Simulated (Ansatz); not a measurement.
K₂CO₃ (P6₃/mmc, No. 194, 12 atoms in the cell; start mp-10662; a measured phase of this formula has another space group) was calculated with r²SCAN-D4 (PAW; Ansatz, a program for electronic structure).

Settings: plane-wave cutoff 500 eV, 12×12×6 k mesh (along the axes of the cell as run), gaussian smearing 0.02 eV, scalar-relativistic PAW data made under PBE.

Cell (relaxed at this level):

```cif
data_C2K4O6
_chemical_formula_sum 'K4 C2 O6'
_space_group_name_H-M_alt 'P63/mmc'
_space_group_IT_number 194
_space_group_name_Hall '-P 6c 2c'
_cell_length_a 5.73694
_cell_length_b 5.73694
_cell_length_c 6.75102
_cell_angle_alpha 90.000
_cell_angle_beta 90.000
_cell_angle_gamma 120.000
loop_
_atom_site_label
_atom_site_type_symbol
_atom_site_symmetry_multiplicity
_atom_site_Wyckoff_symbol
_atom_site_fract_x
_atom_site_fract_y
_atom_site_fract_z
_atom_site_occupancy
K1 K 2 c 0.33333 0.66667 0.25000 1
K2 K 2 a 0.00000 0.00000 0.00000 1
C1 C 2 d 0.66667 0.33333 0.25000 1
O1 O 6 h 0.40704 0.20352 0.25000 1
```

**Question.** Predict the band gap.

**Answer.** 
- band gap = 4.15 eV (on the SCF k mesh)

Note: the relaxation could not lower the start's symmetry, so the cell can be a saddle point above a distorted one.

The computed numbers hold no vibrational or temperature effects.

A start named mp-… is a Materials Project structure, which need not be a measured phase.
